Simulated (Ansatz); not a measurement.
Start from a 16-atom supercell of SnO in the litharge type structure (space group P4/nmm, No. 129; a = 3.793 Å, c = 4.764 Å; layered, stacked along the Cartesian z axis) at its relaxed geometry.

Level of theory: r2SCAN+rVV10 in Ansatz (plane waves to 500 eV, PAW, spin-orbit coupling left out).

Base values:

The pressure comes out as 0.0 GPa and the mean distance from the defect site to its nearest host atoms is 2.22 Å.

One thing is altered: a neutral F on a O site, atoms relaxed at fixed cell, starting from a slightly rattled geometry.

Tabulated Pauling electronegativity and covalent radius: O 3.44, 0.66 Å; F 3.98, 0.57 Å.

What happens to the largest displacement of a host atom from its site in the perfect cell, pressure and mean distance from the defect site to its nearest host atoms?

The largest displacement of a host atom from its site in the perfect cell amounts to 0.16 Å; the pressure goes from zero to -0.8 GPa; the mean distance from the defect site to its nearest host atoms grows by 0.13 Å to 2.35 Å.

The cell is small, so the values are those of an ordered compound at a high defect concentration; dilute-limit values will differ. A case with no gap was solved on a k-mesh chosen for an insulator, which is coarse for it. All final runs are without spin polarisation. The defect cell is not spin-polarised.

Ansatz is a quantum-chemistry and plane-wave program.
